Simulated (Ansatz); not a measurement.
Convergence series on Ca3Pd (Pm-3m, 4 atoms in the cell)

```xyz
4
Lattice="4.8433 0.0000 0.0000 0.0000 4.8433 0.0000 0.0000 0.0000 4.8433" Properties=species:S:1:pos:R:3 pbc="T T T"
Ca     0.0000     2.4216     2.4216
Ca     2.4216     2.4216     0.0000
Ca     2.4216     0.0000     2.4216
Pd     0.0000     0.0000     0.0000
```

Method of the run: PBEsol, default PAW files made with PBE (plane waves; Ansatz, an electronic-structure program).

The starting cell was generated: these elements placed on a structure prototype, without a prior relaxation; it need not be a known phase or ordering of this composition. Its lattice was rescaled by a random factor within 2.5 % of one. Spin polarisation is off. Ansatz's pressure includes its estimate of the finite-basis (Pulay) stress.

Held fixed: kpoints.mp_grid.grid = 6 6 6; hamiltonian.xc = pbesol; hamiltonian.pseudopotentials = {kind: paw} (the program's default PAW files); scf.occupations.method = cold; scf.occupations.width = 0.1 eV.

ΔF is the free energy per atom less that of the last row (1e-12 eV).

Ansatz starts here from atomic densities corrected by a trained network and corrects its stress for the error left by an unfinished SCF, so loose thresholds cost less than they might elsewhere.

```json
[
 {"scf.convergence.dr2_threshold": "0.1 eV", "ΔF (meV/atom)": "1.90", "pressure (GPa)": "-0.97", "iterations": "2"},
 {"scf.convergence.dr2_threshold": "0.01 eV", "ΔF (meV/atom)": "0.19", "pressure (GPa)": "-0.93", "iterations": "3"},
 {"scf.convergence.dr2_threshold": "0.001 eV", "ΔF (meV/atom)": "0.02", "pressure (GPa)": "-0.92", "iterations": "4"},
 {"scf.convergence.dr2_threshold": "0.0001 eV", "ΔF (meV/atom)": "0.00", "pressure (GPa)": "-0.92", "iterations": "5"},
 {"scf.convergence.dr2_threshold": "1e-05 eV", "ΔF (meV/atom)": "0.00", "pressure (GPa)": "-0.92", "iterations": "5"},
 {"scf.convergence.dr2_threshold": "1e-06 eV", "ΔF (meV/atom)": "0.00", "pressure (GPa)": "-0.92", "iterations": "6"},
 {"scf.convergence.dr2_threshold": "1e-08 eV", "ΔF (meV/atom)": "0.00", "pressure (GPa)": "-0.92", "iterations": "8"},
 {"scf.convergence.dr2_threshold": "1e-10 eV", "ΔF (meV/atom)": "0.00", "pressure (GPa)": "-0.92", "iterations": "9"},
 {"scf.convergence.dr2_threshold": "1e-12 eV", "ΔF (meV/atom)": "0.00", "pressure (GPa)": "-0.92", "iterations": "10"}
]
```

Energy within 0.5 meV/atom of the last row: from scf.convergence.dr2_threshold = 0.01 eV on; the one before it is off by 1.9 meV/atom.

Keys are those of Ansatz 0.2.
